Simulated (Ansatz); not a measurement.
Response to strain in SnTe

The parent structure is SnTe in the rock salt structure (space group Fm-3m, No. 225).

```cif
data_SnTe
_chemical_formula_sum 'Te1 Sn1'
_space_group_name_H-M_alt 'P 1'
_space_group_IT_number 1
_cell_length_a 4.50511
_cell_length_b 4.50511
_cell_length_c 4.50511
_cell_angle_alpha 60.000
_cell_angle_beta 60.000
_cell_angle_gamma 60.000
loop_
_space_group_symop_operation_xyz
  'x, y, z'
loop_
_atom_site_label
_atom_site_type_symbol
_atom_site_fract_x
_atom_site_fract_y
_atom_site_fract_z
_atom_site_occupancy
Te1 Te 0.00000 0.00000 0.00000 1
Sn1 Sn 0.50000 0.50000 0.50000 1
```

Strains are applied to the cell and any free atomic positions relax.

The values are results of DFT with r2SCAN, PAW potentials and a 500 eV plane-wave cutoff in Ansatz (an electronic-structure program), spin-orbit coupling left out, earlier PAW set, not measurements.

```csv
isotropic strain (%),pressure (GPa)
-1.05,1.5
0,0.0
0.17,?
1.05,-1.3
5.85,-5.2
```

Question: Fit P = P₀ − Bδ + Cδ² with δ = (1 + ε)³ − 1 to the rows shown and predict the withheld row.

Answer: Least squares on the printed values gives P₀ = 0.0 GPa, B = 44.5 GPa, C = 88.7 GPa (largest residual 0.0 GPa); this predicts -0.2 GPa, and the run gives -0.2 GPa, in agreement.

Whether these cells are dynamically stable was not tested. All final runs are without spin polarisation.
